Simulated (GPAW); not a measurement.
Band structure of SrTe (Fm-3m, 2 atoms in the cell).

```yaml
crystal:
  lattice:
    - [0.00000, 3.33599, 3.33599]
    - [3.33599, 0.00000, 3.33599]
    - [3.33599, 3.33599, 0.00000]
  atoms:
    - { symbol: Sr, position: [0.00000, 0.00000, 0.00000] }
    - { symbol: Te, position: [0.50000, 0.50000, 0.50000] }
```

Level of theory: PBE, GPAW PAW datasets PBE (gpaw-data 1.0.1) (plane waves; GPAW).

Settings: mode = pw; ecut = 600 eV; xc = PBE; kpts = 9 9 9; mesh shift (steps) = 0 0 0; occupations.name = fermi-dirac; occupations.width = 0.01 eV; nbands = -4; convergence.bands = -2; symmetry.symmorphic = false; symmetry.tolerance = 0.0005; maxiter = 120; bandpath_npoints = 40.

The starting cell has typed, rounded lattice constants, without a prior relaxation at this level. Its lattice was rescaled by a random factor within 2.5 % of one. Spin-orbit coupling is off.

Question: Predict the gap along the standard path and the places of the band edges.

Answer: The gap along the path is 1.75 eV, from Γ to X; the smallest direct gap on it is 2.48 eV.

Levels in eV from the top of the valence band on the SCF mesh, bands 5 to 12:
| point | 5 | 6 | 7 | 8 | 9 | 10 | 11 | 12 |
|---|---|---|---|---|---|---|---|---|
| Γ | -9.93 | 0.00 | 0.00 | 0.00 | 2.85 | 3.32 | 3.32 | 3.32 |
| X | -9.48 | -1.96 | -0.73 | -0.73 | 1.75 | 3.90 | 4.87 | 6.13 |
| W | -9.38 | -1.56 | -1.56 | -1.49 | 3.96 | 3.96 | 4.49 | 5.75 |
| K | -9.39 | -1.77 | -1.73 | -0.94 | 2.83 | 4.94 | 5.55 | 5.64 |
| L | -9.30 | -2.80 | -1.07 | -1.07 | 3.87 | 5.19 | 5.38 | 5.38 |
| U | -9.39 | -1.77 | -1.73 | -0.94 | 2.83 | 4.94 | 5.55 | 5.64 |
